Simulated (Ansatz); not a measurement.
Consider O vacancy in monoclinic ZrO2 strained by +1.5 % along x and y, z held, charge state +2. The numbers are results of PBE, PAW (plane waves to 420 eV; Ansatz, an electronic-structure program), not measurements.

96-site cell at the strained lattice (strain from the relaxed PBE one, atoms relaxed), the Γ point alone, smearing 0.01 eV, spin-restricted, no finite-size correction. No zero-point or tunnelling terms. The charge state is imposed; whether it is stable for some Fermi level was not computed. Forms of the defect that were not tried may lie lower.

Barriers: single points on a 2×2×2 k-point mesh shifted by half a step at the bands' geometries.

A. a nearby O atom hops onto the vacant site; the atom moves 2.53 Å along (0.00, -0.12, -0.46) of the unit cell; the moving atom starts with neighbours O at 2.61, O at 2.65; Zr at 2.09, Zr at 2.10, Zr at 2.22 Å and ends with O at 2.56, O at 2.60; Zr at 2.10, Zr at 2.13, Zr at 2.16 Å; saddle order not checked.
B. a nearby O atom hops onto the vacant site; the atom moves 1.82 Å along (-0.02, 0.34, -0.05) of the unit cell; the moving atom starts with neighbours O at 2.56, O at 2.72; Zr at 2.12, Zr at 2.16, Zr at 2.28 Å and ends with O at 2.56, O at 2.72; Zr at 2.12, Zr at 2.16, Zr at 2.28 Å; the start lies 0.54 eV above the lowest site run; saddle order not checked, on a symmetry element.
C. a nearby O atom hops onto the vacant site; the atom moves 2.27 Å along (0.13, 0.31, -0.24) of the unit cell; the moving atom starts with neighbours O at 2.64; Zr at 2.08, Zr at 2.13, Zr at 2.22 Å and ends with O at 2.64; Zr at 2.08, Zr at 2.13, Zr at 2.22 Å; saddle order not checked, on a symmetry element.

A band can be held on a symmetry element, so unchecked saddle points there may be too high.

Q: Put the candidates in order of forward barrier, lowest first, for PBE, PAW.

A: B (0.26 eV), C (0.48 eV), A (0.85 eV)
